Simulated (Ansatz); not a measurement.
The starting structures come from a database of crystals and need not be the phases stable at ambient conditions.

 Where the default PAW files enter, the runs use the earlier of Ansatz's two default sets.

Input:

```xyz
20
Lattice="4.8469 0.0000 0.0000 0.0000 4.9854 0.0000 0.0000 0.0000 7.0899" Properties=species:S:1:pos:R:3 pbc="T T T"
Al     3.6248     4.8333     2.7679
Al     1.2222     0.1521     4.3220
Al     3.6456     2.3406     0.7771
Al     1.2013     2.6448     6.3129
Al     3.6456     0.1521     6.3129
Al     1.2013     4.8333     0.7771
Al     3.6248     2.6448     4.3220
Al     1.2222     2.3406     2.7679
O      4.3282     4.4770     4.6368
O      0.5187     0.5084     2.4531
O      2.9422     1.9843     5.9981
O      1.9047     3.0011     1.0919
O      2.9422     0.5084     1.0919
O      1.9047     4.4770     5.9981
O      4.3282     3.0011     2.4531
O      0.5187     1.9843     4.6368
O      4.6075     3.7391     0.0000
O      0.2394     1.2464     0.0000
O      2.6629     1.2464     3.5450
O      2.1840     3.7391     3.5450
```

Space group of this cell: Pbcn. The cell is taken as given; by r2SCAN its mean pressure is -7.5 GPa.

Level of theory: r2SCAN (plane waves, PAW; Ansatz, a program for electronic structure).

The current runs along the normal of the first two printed vectors; no spin-orbit coupling. Scaled by the factor s: both lengths across the current (ions clamped). Meshes 6×6×4 and 6×6 across the current in all rows.

```json
[
 {"s": "0.98", "mean pressure (GPa)": "3.1", "band gap (eV)": "6.74"},
 {"s": "1.00", "mean pressure (GPa)": "-7.5", "band gap (eV)": "6.20"},
 {"s": "1.02", "mean pressure (GPa)": "-16.1", "band gap (eV)": "?"}
]
```

Task: Take the slope of the band gap against ln s from the two given rows, extrapolate to s = 1.02, and say what the run there gives.

Result: Slope = (6.74 − 6.20) / ln 0.98 = -26.7 eV. The line gives 6.20 + (-26.7) × ln 1.02 = 5.67 eV. The run gives 5.67 eV, as the line does.
